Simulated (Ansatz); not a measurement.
Consider ScCuO$_{2}$ (space group P6_3/mmc, No. 194; a = 3.203 Å, c = 11.284 Å). Axes: x lies along a and z along c of the hexagonal cell.

All numbers come from PBEsol (Ansatz, a quantum-chemistry and plane-wave program), no SOC.

Strains are applied to the cell and any free atomic positions relax; under biaxial strain the out-of-plane vector relaxes too.

One change was made to it. Results:

The gap character stays direct at M; the band gap falls by 0.13 eV to 2.20 eV.

Q: Which of these changes matches the shifts?
A. biaxial strain −1.50 %, plane normal [001], relaxed out of plane
B. biaxial strain −2.25 %, plane normal [001], relaxed out of plane
C. biaxial strain −3.00 %, plane normal [001], relaxed out of plane

A: C, biaxial strain −3.00 %, plane normal [001], relaxed out of plane. For comparison, the band gap in the other runs: biaxial strain −1.50 %, plane normal [001], relaxed out of plane gives 2.27 eV; biaxial strain −2.25 %, plane normal [001], relaxed out of plane gives 2.24 eV.

Stability against distortions was not tested. No Hubbard U is applied. The final runs are not spin-polarised.
